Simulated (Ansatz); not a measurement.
Pressure series in ZnSe

Start from ZnSe in the zinc blende structure (space group F-43m, No. 216; a = 5.666 Å).

Cell and atoms are relaxed at each pressure.

Computed with DFT with r2SCAN, PAW potentials and a 500 eV plane-wave cutoff in Ansatz (a quantum-chemistry and plane-wave program), spin-orbit coupling left out.

Candidates:
(a) pressure 5 GPa
(b) pressure −1 GPa
(c) pressure 1.5 GPa
(d) pressure −2 GPa
(e) pressure 0.7 GPa

Before the change:

Band gap: 1.87 eV

Task: Order them by band gap, lowest first.

Result: (d) pressure −2 GPa (1.73 eV), (b) pressure −1 GPa (1.80 eV), (e) pressure 0.7 GPa (1.91 eV), (c) pressure 1.5 GPa (1.96 eV), (a) pressure 5 GPa (2.16 eV)

Load acts through the strain it causes; cell and atoms are relaxed under it. No phonon test of stability was made. Tetrahedral semiconductors of this kind turn to denser phases somewhere between about 1 and 50 GPa; those were not computed, so compressed cells here can lie past the real transition.
